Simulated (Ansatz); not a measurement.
**A computed series for BAs: response to strain**

Base system: BAs in the zinc blende structure (space group F-43m, No. 216; a = 4.784 Å). Axes: x, y, z lie along the cube axes.

Strains are applied to the cell and any free atomic positions relax.

Method: Ansatz (an electronic-structure program), r2SCAN, PAW, cutoff 500 eV, no spin-orbit coupling.

Notes on the quantities. energy relative to the base: free energy F; pressure: mean of the normal stresses, compression positive.

```csv
variant,volume per atom,band gap,smallest direct gap,energy relative to the base,pressure
base,13.69 Å³,1.38 eV,3.44 eV,0 meV/atom,0.00 GPa
uniaxial strain ε_zz = +0.50 %,13.75 Å³,1.35 eV,3.40 eV,+0.3 meV/atom,-0.69 GPa
uniaxial strain ε_zz = +1.00 %,13.82 Å³,1.31 eV,3.37 eV,+1.2 meV/atom,-1.37 GPa
uniaxial strain ε_zz = +1.50 %,13.89 Å³,1.28 eV,3.34 eV,+2.7 meV/atom,-2.03 GPa
uniaxial strain ε_zz = +2.00 %,13.96 Å³,1.24 eV,3.30 eV,+4.9 meV/atom,-2.68 GPa
uniaxial strain ε_zz = +2.50 %,14.03 Å³,1.21 eV,3.27 eV,+7.6 meV/atom,-3.31 GPa
uniaxial strain ε_zz = +3.00 %,14.10 Å³,1.18 eV,3.24 eV,+11 meV/atom,-3.92 GPa
```

No phonon test of stability was made.
